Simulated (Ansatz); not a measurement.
Results of HSE06 (Ansatz, a quantum-chemistry and plane-wave program, PAW) for cubic perovskite CsPbF3.

Numerical settings: plane-wave cutoff 460 eV, 6×6×6 k mesh, Fermi–Dirac smearing 0.01 eV, scalar-relativistic PAW data made under PBE.

Cell (relaxed at this level):

```
CELL_PARAMETERS angstrom
      4.86690     0.00000     0.00000
      0.00000     4.86690     0.00000
      0.00000     0.00000     4.86690
ATOMIC_POSITIONS crystal
  Cs 0.00000 0.00000 0.00000
  Pb 0.50000 0.50000 0.50000
  F  0.50000 0.00000 0.50000
  F  0.00000 0.50000 0.50000
  F  0.50000 0.50000 0.00000
```

Question: Give the computed bulk modulus B0, band gap, Γ–Γ gap and pressure derivative B′ of the bulk modulus.

Answer: 
bulk modulus B0: 41.8 GPa
band gap: 3.91 eV (on the SCF k mesh)
Γ–Γ gap: 9.85 eV
pressure derivative B′ of the bulk modulus: 4.8

Note: the volume lies 6 % above that of the published cell.

Spin–orbit coupling is not included; with these elements it can move the gap by several tenths of an eV or more.
